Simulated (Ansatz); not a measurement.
# BAs: response to strain

Base system: BAs in the zinc blende structure (space group F-43m, No. 216).

```xyz
2
Lattice="0.0000 2.3919 2.3919 2.3919 0.0000 2.3919 2.3919 2.3919 0.0000" Properties=species:S:1:pos:R:3 pbc="T T T"
B      0.0000     0.0000     0.0000
As     1.1960     1.1960     1.1960
```

Cartesian axes are those of the cell as printed.

Strains are applied to the cell and any free atomic positions relax.

The values are results of r2SCAN in Ansatz (plane waves to 500 eV, PAW, no spin-orbit coupling), not measurements.

Notes on the quantities. pressure: mean of the normal stresses, compression positive.

| variant | shortest interatomic distance | band gap | pressure | smallest direct gap |
|---|---|---|---|---|
| base | 2.071 Å | 1.38 eV | 0.00 GPa | 3.44 eV |
| uniaxial strain ε_zz = +0.50 % | 2.075 Å | 1.35 eV | -0.69 GPa | … |
| uniaxial strain ε_zz = +1.00 % | 2.078 Å | 1.31 eV | -1.37 GPa | 3.37 eV |
| uniaxial strain ε_zz = +1.50 % | 2.082 Å | 1.28 eV | -2.03 GPa | 3.34 eV |
| uniaxial strain ε_zz = +2.00 % | 2.085 Å | 1.24 eV | -2.68 GPa | … |
| uniaxial strain ε_zz = +2.50 % | 2.089 Å | 1.21 eV | -3.31 GPa | 3.27 eV |
| uniaxial strain ε_zz = +3.00 % | 2.092 Å | 1.18 eV | -3.92 GPa | 3.24 eV |

Problem. Some entries are withheld; estimate them.

Solution. 
- uniaxial strain ε_zz = +0.50 %, smallest direct gap: 3.40 eV
- uniaxial strain ε_zz = +2.00 %, smallest direct gap: 3.30 eV

No phonon test of stability was made.

Ansatz is a quantum-chemistry and plane-wave program.
